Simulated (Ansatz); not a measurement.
Input and output of a self-consistent single point for SrAg5 (P6mm, 6 atoms in the cell) (Ansatz, a first-principles code).

Computed with PBEsol, harder PAW files (source: ansatz) made with PBE (plane waves; Ansatz).

The change in words: lattice scaled by 0.98; basis.ecutwfc: 420 eV → 335 eV; hamiltonian.pseudopotentials: {kind: paw} (the program's default PAW files) → {kind: paw, source: ansatz}. Reference geometry:
```
SrAg5
1.0
    5.72758     0.00000     0.00000
   -2.86379     4.96023     0.00000
    0.00000     0.00000     4.61871
Sr Ag
1 5
Direct
  0.00000   0.00000   0.01083
  0.66667   0.33333   0.00000
  0.33333   0.66667   0.00000
  0.50000   0.00000   0.50000
  0.50000   0.50000   0.50000
  0.00000   0.50000   0.50000
```

Reference input (self-consistent single point, DFT, PBEsol, plane waves, default PAW files made with PBE): basis.ecutwfc = 420 eV; kpoints.mp_grid.grid = 5 5 5; hamiltonian.xc = pbesol; hamiltonian.pseudopotentials = {kind: paw} (the program's default PAW files); scf.occupations.method = gaussian; scf.occupations.width = 0.1 eV. This run's input differs from it in these lines:

Ansatz 0.2 input:
```diff
@@ -2,5 +2,5 @@
   lattice:
-    - [5.72758100, 0.00000000, 0.00000000]
-    - [-2.86379100, 4.96023100, 0.00000000]
-    - [0.00000000, 0.00000000, 4.61871500]
+    - [5.61302900, 0.00000000, 0.00000000]
+    - [-2.80651500, 4.86102600, 0.00000000]
+    - [0.00000000, 0.00000000, 4.52634100]
   atoms:
@@ -13,3 +13,3 @@
 basis:
-  ecutwfc: 420.0
+  ecutwfc: 335.0
 kpoints:
@@ -18,3 +18,3 @@
   xc: pbesol
-  pseudopotentials: { kind: paw }
+  pseudopotentials: { kind: paw, source: ansatz }
 scf:
```

The program printed (abridged):

```
SCF iter   1: F=—  HF=-41178.837015 eV  |F-HF|=—  |Δ(HF+E_count)|=         —  Δρ=1.06e-1  dr2=2.20e1  ethr=3.10e-3  ⟨swp⟩=6.6  Hψ=4026  notcnv=0  defer=1
all-band conjugate gradients solve this SCF's bands
preconditioner: auto → Kerker (q_TF=auto, 2.655 Å⁻¹)
SCF iter   2: F=—  HF=-41174.817211 eV  |F-HF|=—  |Δ(HF+E_count)|=    4.02e0  Δρ=4.62e-2  dr2=5.42e0  ethr=3.10e-3  ⟨swp⟩=2.1  Hψ=1646  notcnv=0  defer=60
   [... lines left out ...]
SCF iter   7: F=—  HF=-41173.355076 eV  |F-HF|=—  |Δ(HF+E_count)|=   1.36e-5  Δρ=1.74e-4  dr2=5.26e-5  ethr=5.10e-7  ⟨swp⟩=2.1  Hψ=1315  notcnv=0  defer=55
SCF iter   8: F=—  HF=-41173.355105 eV  |F-HF|=—  |Δ(HF+E_count)|=   2.83e-5  Δρ=3.54e-5  dr2=2.32e-6  ethr=5.01e-8  ⟨swp⟩=2.0  Hψ=1396  notcnv=0  defer=55
SCF iter   9: F=—  HF=-41173.355105 eV  |F-HF|=—  |Δ(HF+E_count)|=   6.47e-8  Δρ=8.59e-6  dr2=1.84e-7  ethr=2.21e-9  ⟨swp⟩=2.2  Hψ=1372  notcnv=0  defer=55
SCF iter  10: F=-41173.355105 eV  HF=-41173.355105 eV  |F-HF|=4.10e-9  |Δ(HF+E_count)|=   2.91e-8  Δρ=2.01e-6  dr2=1.02e-8  ethr=9.52e-11  ⟨swp⟩=9.9  Hψ=3642  notcnv=0
SCF 1 converged in 10 iterations: F = -41173.355105 eV  dr2 = 1.02e-8
Free energy (F): -41173.355105 eV
Internal energy: -41173.334270 eV  (E = F + TS)
E sigma→0 (E₀):  -41173.344687 eV
Entropy (-TS):   -0.020835 eV (-3.473 meV/atom)
Fermi energy:    15.573992 eV
--- Forces (eV/Å), atoms counted from 1 ---
  atom   1  Sr     0.00000000     0.00000000    -0.03499700
  atom   2  Ag     0.00000000     0.00000000    -0.01370630
  atom   3  Ag    -0.00000000    -0.00000000    -0.01370630
  atom   4  Ag     0.00000000     0.00000000     0.02079572
  atom   5  Ag     0.00000000    -0.00000000     0.02079572
  atom   6  Ag     0.00000000     0.00000000     0.02079572
--- Stress (GPa, compression-positive) ---
       -0.101869       0.000000       0.000000
        0.000000      -0.101869      -0.000000
        0.000000      -0.000000       2.340795
  P = ⅓ Tr σ = 0.7124 GPa (7.124 kbar)
  The stress holds the Pulay correction. Without it, at fixed plane waves, as pw.x and ABINIT print it: P = -15.3558 GPa
```

The run converged in 10 iterations. Against the reference run the pressure goes from -3.10 to 0.71 GPa and the largest force goes from 0.029 to 0.035 eV/Å.

The starting cell comes from a database of computed structures (which also holds hypothetical and non-ambient phases and stackings), without a prior relaxation at this level. Its lattice was rescaled by up to half a per cent. One atom was moved a little off its site on purpose. For this run, on top of that: lattice scaled by 0.98. Ansatz's pressure includes its estimate of the finite-basis (Pulay) stress. Without the estimate this run gives -15.36 GPa. The cutoff lies below the one recommended for these files.
